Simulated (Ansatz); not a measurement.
**A computed series for CsBi2: response to strain**

The parent structure is CsBi₂ in the cubic Laves (MgCu2 type) structure (space group Fd-3m, No. 227; a cell from a computed database, its experimental status unchecked).

```
CsBi2
1.0
    0.00000     4.81333     4.81333
    4.81333     0.00000     4.81333
    4.81333     4.81333     0.00000
Cs Bi
2 4
Direct
  0.00000   0.00000   0.00000
  0.25000   0.25000   0.25000
  0.12500   0.62500   0.62500
  0.62500   0.62500   0.12500
  0.62500   0.12500   0.62500
  0.62500   0.62500   0.62500
```

Cartesian axes are those of the cell as printed.

Strains are applied to the cell and any free atomic positions relax; under biaxial strain the out-of-plane vector relaxes too.

Level of theory: Ansatz (a first-principles code) PBEsol, no spin-orbit coupling.

Notes on the quantities. pressure: mean of the normal stresses, compression positive.

```json
[
 {"case": "base", "volume per atom": "37.17 Å³", "pressure": "0.0 GPa"},
 {"case": "biaxial strain −2.76 %, plane normal [001], relaxed out of plane", "volume per atom": "36.07 Å³", "pressure": "1.1 GPa"},
 {"case": "isotropic strain +0.70 %", "volume per atom": "37.96 Å³", "pressure": "-0.6 GPa"},
 {"case": "isotropic strain +4.71 %", "volume per atom": "42.68 Å³", "pressure": "-3.2 GPa"}
]
```

Without a gap, meshes like the base's 9×9×9 leave anisotropic stresses uncertain by several tenths of a GPa, and small strain energies with them. No phonon test of stability was made.
